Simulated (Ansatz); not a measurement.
## Input and output of a self-consistent single point for TlCl (Fm-3m, 2 atoms in the cell) (Ansatz)

Computed with LDA (PW92), default PAW files made with PBE (plane waves; Ansatz, an electronic-structure program).

Input:

Ansatz 0.2 input:
```yaml
# TlCl
crystal:
  lattice:
    - [0.000000, 3.203452, 3.203452]
    - [3.203452, 0.000000, 3.203452]
    - [3.203452, 3.203452, 0.000000]
  atoms:
    - { symbol: Tl, position_ang: [0.000000, 0.000000, 0.000000] }
    - { symbol: Cl, position_ang: [3.203452, 3.203452, 3.203452] }
basis:
  ecutwfc: 420.0
kpoints:
  mp_grid: { grid: [7, 7, 7] }
hamiltonian:
  xc: lda
  pseudopotentials: { kind: paw }
scf:
  occupations: { method: fixed }
output:
  forces: true
  eigenvalues: true
  stress: true
```

Output (repeated stretches shortened):

```
WARN ansatz: RAYON_NUM_THREADS=1 ignored (pool sized by the plan → 1); use --threads N
Pseudopotentials: kind: paw
Pseudopotential: Tl, paw, valence charge 13
Pseudopotential: Cl, paw, valence charge 7
Crystal: 2 atoms, lattice volume = 65.748 Å³
Basis set: ecut = 420 eV, 1243 PW (Γ)
Bands: 14, of which v1, the nominal top of the filled ones, is band 10 counted from 1 (9 counted from 0)
Symmetry: 48 space group operations
Space group: Fm-3m (ITA 225), of the structure as read, at distance tolerance 4.0e-5 Å
k-points: 20 of 343
PAW frozen core: Tl, regenerated for the run's functional, and the local potential with it
PAW frozen core: Cl, regenerated for the run's functional, and the local potential with it
Initial density: superposition of atomic densities (neutral atoms: chi_scale 0, normalization atom), corrected by the library's trained network
Initial wavefunctions: pseudopotential atomic-orbital guess
Eigensolver: davidson
Functional: x = slater, c = lda
SCF iter   1: F=—  HF=-12192.369968 eV  |F-HF|=—  |Δ(HF+E_count)|=         —  Δρ=6.14e-3  dr2=3.80e-2  ethr=1.77e-3  ⟨swp⟩=4.0  Hψ=1271  notcnv=0  defer=17
all-band conjugate gradients solve this SCF's bands
preconditioner: auto → none
SCF iter   2: F=—  HF=-12192.356532 eV  |F-HF|=—  |Δ(HF+E_count)|=   1.34e-2  Δρ=2.76e-3  dr2=3.95e-3  ethr=1.90e-4  ⟨swp⟩=2.2  Hψ=585  notcnv=0  defer=30
SCF iter   3: F=—  HF=-12192.355333 eV  |F-HF|=—  |Δ(HF+E_count)|=   1.20e-3  Δρ=9.89e-4  dr2=4.80e-4  ethr=1.97e-5  ⟨swp⟩=2.0  Hψ=527  notcnv=0  defer=33
SCF iter   4: F=—  HF=-12192.355181 eV  |F-HF|=—  |Δ(HF+E_count)|=   1.52e-4  Δρ=3.29e-4  dr2=4.69e-5  ethr=2.40e-6  ⟨swp⟩=1.0  Hψ=280  notcnv=0  defer=19
SCF iter   5: F=—  HF=-12192.355163 eV  |F-HF|=—  |Δ(HF+E_count)|=   1.79e-5  Δρ=4.45e-5  dr2=7.50e-7  ethr=2.35e-7  ⟨swp⟩=2.1  Hψ=481  notcnv=0  defer=1
SCF iter   6: F=-12192.355163 eV  HF=-12192.355163 eV  |F-HF|=1.50e-9  |Δ(HF+E_count)|=   1.55e-7  Δρ=3.39e-6  dr2=7.57e-9  ethr=5.00e-10  ⟨swp⟩=6.1  Hψ=1462  notcnv=0
SCF 1 converged in 6 iterations: F = -12192.355163 eV  dr2 = 7.57e-9
SCF converged after 6 iterations
Free energy (F): -12192.355163 eV
Harris-Foulkes:  -12192.355163 eV  (|F-HF|=1.50e-9)
Internal energy: -12192.355163 eV  (E = F + TS)
E sigma→0 (E₀):  -12192.355163 eV
Fermi energy:    3.422582 eV
--- Per-component energies (eV) ---
  E_band       = -73.487034
  E_kinetic    = 490.909074
  E_local      = -1344.942952  (includes V_loc(G=0)·N_el)
  E_nonlocal   = 352.320035
  E_hartree    = 480.461182
  E_xc         = -334.120963
  E_vxc        = -263.323469  (∫ρ·V_xc dr)
  E_paw        = -10490.955623  (= ΣΔE_a)
  E_vpaw       = -269.374807  (= ΣTr[D̂ρ^β])
  E_aug_tail   = 0.000131  (compensation charges beyond the density's cutoff)
  E_ewald      = -1346.074977
  E_core_change = 0.048931  (= ΣΔE_core)
  E_smearing   = -0.000000  (= −TS)
  E_closure    = 0.000000  (closes the sum)
  Σ components = -12192.355163   (vs F -12192.355163, Δ=0.00e0)
--- Forces (eV/Å), atoms counted from 1 ---
  atom   1  Tl    -0.00000000    -0.00000000     0.00000000
  atom   2  Cl     0.00000000     0.00000000     0.00000000
  max |Σ_I F_I| component: 1.71e-29 eV/Å
--- Stress (GPa, compression-positive) ---
       -2.288389       0.000000      -0.000000
       -0.000000      -2.288389      -0.000000
       -0.000000      -0.000000      -2.288389
  P = ⅓ Tr σ = -2.2884 GPa (-22.884 kbar)
  The stress holds the Pulay correction. Without it, at fixed plane waves, as pw.x and ABINIT print it: P = -2.3035 GPa
--- Band table (eV; the first three rows and the last of 20) ---
  k-point 0: bands = ["-10.2748", "-6.1855", "-6.1855", "-6.1855", "-6.1704", "-6.1704", "-0.6400", "1.6676", "1.6676", "1.6676", "10.3381", "10.3381", "10.3381", "12.2204"]
  k-point 1: bands = ["-10.2410", "-6.1856", "-6.1845", "-6.1845", "-6.1716", "-6.1716", "-0.8988", "1.6992", "1.6992", "2.0251", "8.8776", "9.6984", "9.6984", "11.9716"]
  k-point 2: bands = ["-10.1630", "-6.2015", "-6.2015", "-6.1871", "-6.1546", "-6.1546", "-1.3359", "1.7746", "1.7746", "2.7508", "7.0718", "8.7556", "8.7556", "11.9769"]
  k-point 19: bands = ["-10.0961", "-6.1853", "-6.1762", "-6.1609", "-6.1268", "-6.0795", "-0.8745", "0.7040", "1.0865", "2.5620", "7.5247", "8.3675", "8.5894", "12.4860"]
```

The run converged in 6 iterations.

The starting cell comes from a database of computed structures (which also holds hypothetical and non-ambient phases and stackings), without a prior relaxation at this level. Its lattice was rescaled by up to half a per cent. Spin-orbit coupling is off. Ansatz's pressure includes its estimate of the finite-basis (Pulay) stress.
